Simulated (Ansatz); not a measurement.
Start from Ge in the diamond structure (space group Fd-3m, No. 227; a = 5.762 Å).

All numbers come from Ansatz (a quantum-chemistry and plane-wave program) PBE, scalar-relativistic without spin-orbit coupling.

Strains are applied to the cell and any free atomic positions relax.

One change was made to it. Results:

The pressure goes from zero to -3.0 GPa; the energy grows by 15 meV/atom; the band gap remains zero.

Which of these changes matches the shifts?
(A) isotropic strain −3.00 %
(B) isotropic strain +2.50 %
(C) isotropic strain +2.00 %

C, isotropic strain +2.00 %. For comparison, the energy relative to the base in the other runs: isotropic strain −3.00 % gives +40 meV/atom; isotropic strain +2.50 % gives +22 meV/atom.

Whether these cells are dynamically stable was not tested. The zero or small gap of Ge can change with the level of theory.
